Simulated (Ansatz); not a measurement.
Electronic density of states of amorphous Si24O51Sc2, density 2.28 g/cm³, on a 2×2×2 Γ-centred mesh with a Gaussian width of 0.1 eV; energies count from the Fermi level, whose place inside the gap is arbitrary. Cell and mesh are small, so fine structure isn't converged. Computed with PBE, scalar-relativistic without spin-orbit coupling (plane waves to 420 eV, PAW; Ansatz, a quantum-chemistry and plane-wave program). Sampling: a 2×2×2 Γ-centred mesh; Fermi-Dirac width 0.02 eV; no spin polarisation. At PBE the levels at the filled edge of the gap are localised (band-tail or defect states), and the nearest spread-out levels lie 5.0 eV apart at the zone centre.

The cell was made by melting and quenching with the CHGNet potential and then relaxed with DFT. O atoms were pushed apart under 1.9 Å during the dynamics, to hinder bonds among them. The hot cell started wider than the set density and was brought back towards it in steps. It is the lowest in DFT energy of 2 quenches. It is a model cell: composition and starting density were chosen by hand, and all elements were melted together. No dispersion term was used. Its density started from a set value of 2.28 and ended at 2.28 g/cm³. The quench (nominally 480 K/ps over its main leg) was far faster than any real one, so the model tends to hold more defects than a real film. A cell of this size samples the disorder only roughly. The volume was held where the preparation left it, at a PBE pressure of -0.1 GPa (tension). Stress components on the final sampling reach 1.8 GPa.

(E - EF (eV), states/(eV atom)): (-12.00, 0.03); (-11.90, 0.09); (-11.80, 0.13); (-11.70, 0.13); (-11.60, 0.15); (-11.50, 0.19); (-11.40, 0.19); (-11.30, 0.16); (-11.20, 0.16); (-11.10, 0.20); (-11.00, 0.15); (-10.90, 0.14); (-10.80, 0.19); (-10.70, 0.22); (-10.60, 0.22); (-10.50, 0.25); (-10.40, 0.21); (-10.30, 0.10); (-10.20, 0.09); (-10.10, 0.13); (-10.00, 0.17); (-9.90, 0.18); (-9.80, 0.16); (-9.70, 0.19); (-9.60, 0.15); (-9.50, 0.15); (-9.40, 0.20); (-9.30, 0.25); (-9.20, 0.25); (-9.10, 0.20); (-9.00, 0.16); (-8.90, 0.24); (-8.80, 0.31); (-8.70, 0.28); (-8.60, 0.28); (-8.50, 0.34); (-8.40, 0.43); (-8.30, 0.45); (-8.20, 0.52); (-8.10, 0.56); (-8.00, 0.56); (-7.90, 0.64); (-7.80, 0.65); (-7.70, 0.47); (-7.60, 0.30); (-7.50, 0.29); (-7.40, 0.17); (-7.30, 0.13); (-7.20, 0.11); (-7.10, 0.16); (-7.00, 0.39); (-6.90, 0.38); (-6.80, 0.21); (-6.70, 0.14); (-6.60, 0.11); (-6.50, 0.26); (-6.40, 0.36); (-6.30, 0.38); (-6.20, 0.47); (-6.10, 0.52); (-6.00, 0.52); (-5.90, 0.55); (-5.80, 0.60); (-5.70, 0.56); (-5.60, 0.55); (-5.50, 0.58); (-5.40, 0.66); (-5.30, 0.75); (-5.20, 0.75); (-5.10, 0.73); (-5.00, 0.76); (-4.90, 0.81); (-4.80, 0.86); (-4.70, 0.90); (-4.60, 0.89); (-4.50, 0.90); (-4.40, 0.88); (-4.30, 0.79); (-4.20, 0.81); (-4.10, 0.87); (-4.00, 0.86); (-3.90, 0.81); (-3.80, 0.81); (-3.70, 0.84); (-3.60, 0.80); (-3.50, 0.67); (-3.40, 0.66); (-3.30, 0.67); (-3.20, 0.60); (-3.10, 0.55); (-3.00, 0.60); (-2.90, 0.58); (-2.80, 0.49); (-2.70, 0.35); (-2.60, 0.12); (-2.50, 0.03); (-2.40, 0.11); (-2.30, 0.11); (-2.20, 0.02); (-2.10, 0.00); (-2.00, 0.00); (-1.90, 0.00); (-1.80, 0.00); (-1.70, 0.00); (-1.60, 0.00); (-1.50, 0.00); (-1.40, 0.00); (-1.30, 0.00); (-1.20, 0.00); (-1.10, 0.00); (-1.00, 0.00); (-0.90, 0.00); (-0.80, 0.00); (-0.70, 0.00); (-0.60, 0.00); (-0.50, 0.00); (-0.40, 0.00); (-0.30, 0.00); (-0.20, 0.00); (-0.10, 0.00); (0.00, 0.00); (0.10, 0.00); (0.20, 0.00); (0.30, 0.00); (0.40, 0.00); (0.50, 0.00); (0.60, 0.00); (0.70, 0.00); (0.80, 0.00); (0.90, 0.00); (1.00, 0.00); (1.10, 0.00); (1.20, 0.00); (1.30, 0.00); (1.40, 0.00); (1.50, 0.00); (1.60, 0.00); (1.70, 0.00); (1.80, 0.00); (1.90, 0.00); (2.00, 0.00); (2.10, 0.00); (2.20, 0.01); (2.30, 0.02); (2.40, 0.01); (2.50, 0.02); (2.60, 0.10); (2.70, 0.19); (2.80, 0.24); (2.90, 0.32); (3.00, 0.29); (3.10, 0.27); (3.20, 0.25); (3.30, 0.20); (3.40, 0.21); (3.50, 0.15); (3.60, 0.08); (3.70, 0.11); (3.80, 0.14); (3.90, 0.19); (4.00, 0.15); (4.10, 0.13); (4.20, 0.17); (4.30, 0.28); (4.40, 0.31); (4.50, 0.26); (4.60, 0.21); (4.70, 0.19); (4.80, 0.21); (4.90, 0.22); (5.00, 0.19); (5.10, 0.20); (5.20, 0.24); (5.30, 0.33); (5.40, 0.37); (5.50, 0.36); (5.60, 0.35); (5.70, 0.39); (5.80, 0.42)

The level gap on this mesh is 4.62 eV; the broadening fills part of it in the curve.
